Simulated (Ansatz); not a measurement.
# PBE against r2SCAN: Cu, x(Au) = 0.667, 3 atoms, Immm

Start from Cu in the fcc (Cu type) structure (space group Fm-3m, No. 225; a = 3.630 Å).

(Cell as relaxed with PBE.)

Levels (all Ansatz, a first-principles code, PAW): PBE (420 eV, spin-orbit coupling left out); r2SCAN (500 eV, without spin-orbit coupling).

Each level relaxes its own structure.

```json
[
 {"base": "volume per atom", "PBE": "11.96 Å³", "r2SCAN": "11.44 Å³"},
 {"base": "lattice parameter a", "PBE": "3.630 Å", "r2SCAN": "3.577 Å"},
 {"base": "band gap", "PBE": "zero", "r2SCAN": "zero"}
]
```

Now apply this change: Au replaces 66.7 % of the Cu, ordered in a cell of 3 atoms (starting symmetry Immm) and fully relaxed.

| quantity | PBE | r2SCAN |
|---|---|---|
| mixing energy (to 0.01 eV only: unlike meshes or grids) | -0.04 eV/atom | -0.05 eV/atom |
| shortest interatomic distance | 2.714 Å | 2.680 Å |

PBE's shortest interatomic distance lies 0.0331 Å above r2SCAN's (1.2 %). Neither level is exact; r2SCAN is the comparison here, not a measurement.

These are small ordered cells, not random alloys; other orderings at the same x differ. Stability against distortions was not tested. All final runs are without spin polarisation. Under x(Au) = 0.667, 3 atoms, Immm and x(Au) = 0.667, 3 atoms, Immm the cell changed shape so far that it is another structure.
